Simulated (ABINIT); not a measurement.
# Pressure against volume in In (space group 139) (ABINIT, LDA)

```
In
1.0
   -1.56180     1.56180     2.37874
    1.56180    -1.56180     2.37874
    1.56180     1.56180    -2.37874
In
1
Direct
  0.00000   0.00000   0.00000
```

Method: LDA (PW92), norm-conserving pseudopotentials (PseudoDojo nc-sr-04 LDA standard) (plane waves; ABINIT 10.0.3). Settings: pseudos = [In.upf]; ecut = 46 Ha; occopt = 3; tsmear = 0.05 eV; ngkpt = 19 19 19; nshiftk = 1; shiftk = 0 0 0; potentials = PseudoDojo nc-sr-04 LDA standard; nband = 12; kptopt = 1; nstep = 50; tolvrs = 1e-10. The cell above is the first row's. The rows scale it uniformly. In all rows the k mesh is held.

```
V (Å^3/atom)  P (GPa)
------------  -------
23.2090             ?
23.7136          1.91
24.2181          0.74
24.7226         -0.30
25.2272         -1.21
25.7318         -2.02
26.2363         -2.73
26.7409         -3.36
```

Taking a cubic for P over the 7 complete rows: With u = V - 25.2, the rows have u = -1.4864, -0.9819, -0.4774, 0.0272, 0.5318, 1.0363, 1.5409. Least squares gives P = -1.166 - 1.7128·u + 0.2142·u² - 0.01735·u³. Residuals (row less fit): 0.000, 0.001, -0.002, 0.002, -0.001, 0.000, 0.000; standard error 0.002 (degrees of freedom: 3). The fitted pressure is zero at V0 = 24.57, where dP/dV = -2.003, so B0 = -V0·dP/dV = 49.2 GPa.

Estimate the missing P (V = 23.2090); what did the run itself give?

u = -1.9910, so P = -1.166 - 1.7128 × (-1.9910) + 0.2142 × (-1.9910)² - 0.01735 × (-1.9910)³ = 3.230 GPa. The calculation gives 3.24 GPa, 0.010 GPa above the prediction (0.2 % of the range of P in the table). The row lies outside the fitted rows, so this is an extrapolation. From the scatter of the fitted rows alone, a prediction at this place has a standard error of 0.007 GPa, so the miss is 1.5 times that.

Carrying the step between the two nearest rows on in a straight line would have given 3.08, off by 0.16; series whose last step already gives the withheld value aren't shown. The scan was laid around a cell of about the measured size, scaled by a guess for this functional; axis ratios and inner coordinates come from that cell. The shape of the cell and the inner coordinates aren't relaxed, so V0 and B0 belong to this uniform scaling; a relaxed crystal lies no higher in energy and is usually softer. 1 of the planned runs didn't end soundly and are left out. Cutoffs and mesh are single choices, not tested for convergence of this quantity. Series with a scatter that would blur these digits, or in which a gap closes, are not shown.
